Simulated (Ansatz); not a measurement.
An Ansatz (an electronic-structure program) input (plane-wave PAW DFT at the PBEsol level (Ansatz, 420 eV), no SOC):

Ansatz 0.2 input:
```yaml
crystal:
  lattice:
    - [4.5614276797, 0, 0]
    - [-2.2807138399, 3.9503122482, 0]
    - [0, 0, 7.1895613293]
  atoms:
    - { symbol: Mg, position: [0.3333333333, 0.6666666667, 0.9995872175] }
    - { symbol: Mg, position: [0.6666666667, 0.3333333333, 0.4995872175] }
    - { symbol: Te, position: [0.3333333333, 0.6666666667, 0.3764127825] }
    - { symbol: Te, position: [0.6666666667, 0.3333333333, 0.8764127825] }
basis: { ecutwfc: 420, ecutrho_ratio: 4, xc_grid: 2, fft_grid_basis: typed }
kpoints: { mp_grid: { grid: [8, 8, 5] } }
hamiltonian:
  xc: pbesol
  dispersion: none
  pseudopotentials: { kind: paw }
scf: { occupations: { method: fermi_dirac, width: 0.05 }, convergence: { dr2_threshold: 0.0000000004 } }
relax: { f_tol: 0.005, max_steps: 50 }
output: { forces: true, stress: true }
checkpoint: { write: state.ck, write_every: 1000 }
```

### Question
Which symmetry and how many k-points will the program report, and about how many plane waves at Γ?

### Answer
Space group P63mc (ITA 186) with 12 operations, k-points 30 of 320, and 2575 plane waves at Γ.

### Question
And the final pressure?

### Answer
1.13 GPa (compression positive).

The cells carry an imposed strain or load. Whether these cells are dynamically stable was not tested. The cell was made from MgTe in the wurtzite structure (space group P6_3mc, No. 186) by this change: uniaxial strain ε_zz = −3.00 %.
